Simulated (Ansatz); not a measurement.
## Input and output of a self-consistent single point for TiCo (P4mm, 2 atoms in the cell) (Ansatz)

Level of theory: LDA (PW92), default PAW files made with PBE (plane waves; Ansatz, a first-principles code).

Input as run:

Ansatz 0.2 input:
```yaml
crystal:
  lattice:
    - [2.98103000, 0.00000000, 0.00000000]
    - [0.00000000, 2.98103000, 0.00000000]
    - [0.00000000, 0.00000000, 2.98103000]
  atoms:
    - { symbol: Ti, position: [0.00000000, 0.00000000, 0.01677300] }
    - { symbol: Co, position: [0.50000000, 0.50000000, 0.50000000] }
basis:
  ecutwfc: 30.9 Ry
kpoints:
  mp_grid: { grid: [11, 11, 11] }
hamiltonian:
  xc: lda
  pseudopotentials: { kind: paw }
scf:
  occupations: { method: fermi_dirac, width: 0.0073 Ry }
output:
  forces: true
  eigenvalues: true
  stress: true
```

The program printed (abridged):

```
WARN ansatz: RAYON_NUM_THREADS=1 ignored (pool sized by the plan → 1); use --threads N
Pseudopotentials: kind: paw
Pseudopotential: Ti, paw, valence charge 12
Pseudopotential: Co, paw, valence charge 17
Crystal: 2 atoms, lattice volume = 26.491 Å³
Basis set: ecut = 420.4159175005146 eV, 485 PW (Γ)
Bands: 19, of which v1, the nominal top of the filled ones, is band 15 counted from 1 (14 counted from 0)
Symmetry: 8 space group operations
Space group: P4mm (ITA 99), of the structure as read, at distance tolerance 3.0e-5 Å
k-points: 126 of 1331 (time reversal used)
PAW frozen core: Ti, regenerated for the run's functional, and the local potential with it
PAW frozen core: Co, regenerated for the run's functional, and the local potential with it
Initial density: superposition of atomic densities (neutral atoms: chi_scale 0, normalization atom), corrected by the library's trained network
Initial wavefunctions: pseudopotential atomic-orbital guess
Eigensolver: davidson
Functional: x = slater, c = lda
SCF iter   1: F=—  HF=-7513.909977 eV  |F-HF|=—  |Δ(HF+E_count)|=         —  Δρ=1.40e-2  dr2=2.07e-2  ethr=1.77e-3  ⟨swp⟩=3.6  Hψ=9085  notcnv=0
all-band conjugate gradients solve this SCF's bands
preconditioner: auto → none
SCF iter   2: F=—  HF=-7513.906939 eV  |F-HF|=—  |Δ(HF+E_count)|=   3.04e-3  Δρ=4.35e-3  dr2=2.57e-3  ethr=7.13e-5  ⟨swp⟩=2.8  Hψ=4609  notcnv=0
SCF iter   3: F=—  HF=-7513.906682 eV  |F-HF|=—  |Δ(HF+E_count)|=   2.57e-4  Δρ=1.87e-3  dr2=5.82e-4  ethr=8.87e-6  ⟨swp⟩=2.2  Hψ=4249  notcnv=0
SCF iter   4: F=—  HF=-7513.906652 eV  |F-HF|=—  |Δ(HF+E_count)|=   2.96e-5  Δρ=6.82e-4  dr2=7.04e-5  ethr=2.01e-6  ⟨swp⟩=1.3  Hψ=2466  notcnv=0
SCF iter   5: F=—  HF=-7513.906645 eV  |F-HF|=—  |Δ(HF+E_count)|=   7.43e-6  Δρ=7.98e-5  dr2=9.43e-7  ethr=2.43e-7  ⟨swp⟩=1.6  Hψ=2773  notcnv=0
SCF iter   6: F=-7513.906645 eV  HF=-7513.906645 eV  |F-HF|=8.66e-9  |Δ(HF+E_count)|=   5.68e-8  Δρ=8.53e-6  dr2=1.12e-8  ethr=3.45e-10  ⟨swp⟩=5.4  Hψ=10169  notcnv=0
SCF 1 converged in 6 iterations: F = -7513.906645 eV  dr2 = 1.12e-8
SCF converged after 6 iterations
Free energy (F): -7513.906645 eV
Harris-Foulkes:  -7513.906645 eV  (|F-HF|=8.66e-9)
Internal energy: -7513.818840 eV  (E = F + TS)
E sigma→0 (E₀):  -7513.862742 eV
Entropy (-TS):   -0.087805 eV (-43.902 meV/atom)
Fermi energy:    16.327788 eV
--- Per-component energies (eV) ---
  E_band       = -404.034045
  E_kinetic    = 729.853626
  E_local      = -3886.618017  (includes V_loc(G=0)·N_el)
  E_nonlocal   = 469.696903
  E_hartree    = 1636.474425
  E_xc         = -255.290198
  E_vxc        = -327.577041  (∫ρ·V_xc dr)
  E_paw        = -2451.817157  (= ΣΔE_a)
  E_vpaw       = -662.338053  (= ΣTr[D̂ρ^β])
  E_aug_tail   = 0.000119  (compensation charges beyond the density's cutoff)
  E_ewald      = -3756.862742
  E_core_change = 0.744201  (= ΣΔE_core)
  E_smearing   = -0.087805  (= −TS)
  E_closure    = 0.000000  (closes the sum)
  Σ components = -7513.906645   (vs F -7513.906645, Δ=0.00e0)
--- Forces (eV/Å), atoms counted from 1 ---
  atom   1  Ti     0.00000000     0.00000000    -0.16609296
  atom   2  Co    -0.00000000     0.00000000     0.16611811
  max |Σ_I F_I| component: 2.51e-5 eV/Å
--- Stress (GPa, compression-positive) ---
      -14.072652       0.000000       0.000000
        0.000000     -14.072652       0.000000
        0.000000       0.000000     -14.144254
  P = ⅓ Tr σ = -14.0965 GPa (-140.965 kbar)
  The stress holds the Pulay correction. Without it, at fixed plane waves, as pw.x and ABINIT print it: P = -14.2363 GPa
--- Band table (eV; the first three rows and the last of 126) ---
  k-point 0: bands = ["-77.8310", "-41.5213", "-41.5213", "-41.5199", "-40.2097", "-16.6167", "-16.6161", "-16.6161", "8.7005", "12.5546", "12.5654", "14.8966", "14.9056", "14.9056", "17.1057", "17.1253", "19.0893", "19.0893", "19.0987"]
  k-point 1: bands = ["-77.8309", "-41.5232", "-41.5211", "-41.5211", "-40.2056", "-16.6423", "-16.6143", "-16.6143", "8.8653", "12.6280", "12.6411", "14.8945", "14.8945", "14.9270", "17.0406", "17.1384", "18.8638", "18.8638", "19.0613"]
  k-point 2: bands = ["-77.8305", "-41.5321", "-41.5206", "-41.5206", "-40.1944", "-16.7105", "-16.6096", "-16.6096", "9.3451", "12.8355", "12.8417", "14.8682", "14.8682", "15.0112", "16.7955", "17.2026", "18.3374", "18.3374", "18.9579"]
  k-point 125: bands = ["-77.8264", "-41.5409", "-41.5408", "-41.5393", "-40.1148", "-16.8483", "-16.8477", "-16.8477", "13.8059", "13.9181", "13.9199", "14.2562", "14.2732", "14.2835", "15.8283", "15.8298", "19.3812", "19.3819", "23.3829"]
```

The run converged in 6 iterations.

The starting cell has typed, rounded lattice constants, without a prior relaxation at this level. Its lattice was rescaled by up to half a per cent. One atom was moved a little off its site on purpose. Spin polarisation is off. With a pressure of about -14 GPa the cell is away from its equilibrium volume at this level. Ansatz's pressure includes its estimate of the finite-basis (Pulay) stress.
